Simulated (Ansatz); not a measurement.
For Sb₂S₃ (model structure, started from the corundum type, R-3c, No. 167, 10 atoms in the cell), PBEsol in Ansatz (plane waves, PAW) gives:

- lattice constant a: 7.138 Å
- lattice parameter c: 17.689 Å

### Question
What does PBE-D3(BJ) (PAW; Ansatz, a quantum-chemistry and plane-wave program) give for the same quantities?

### Answer

- lattice constant a: 7.199 Å (rises by 0.9 %)
- lattice parameter c: 17.266 Å (decreases by 2.4 %)

Changes are worked out from the printed values.

Unless a cell is named, each level is at its own relaxed cell (PBEsol 26.02, PBE-D3(BJ) 25.83 Å³/atom).

Ansatz's density-functional and Hartree–Fock values are scalar-relativistic unless marked +SOC, with PAW data made under PBE.

A model structure was made by putting elements into a prototype or built by hand; it is no filed structure, need not be a known phase, and can be a saddle point held by its symmetry.
